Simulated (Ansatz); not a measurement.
Data:

```
GaAs
1.0
    0.00000     2.82956     2.82956
    2.82956     0.00000     2.82956
    2.82956     2.82956     0.00000
Ga As
1 1
Direct
  0.00000   0.00000   0.00000
  0.25000   0.25000   0.25000
```

Calculation: HSE06, rigid bands (plane waves, PAW, scalar-relativistic; Ansatz, a program for electronic structure). Cell: cell and atoms relaxed with PBEsol.

### Question
Predict the electron conductivity mass (n e² τ/σ) at 300 K, by direction if it differs.

### Answer
0.070 mₑ.

### Question
And the band gap?

### Answer
1.40 eV at this level.

Rigid bands, one relaxation time for all states, no polarons. Spin-orbit coupling is left out; where it splits the top of the valence band it changes the hole mass and lowers the gap by about a third of the splitting. Geometry: cell and atoms relaxed with PBEsol.
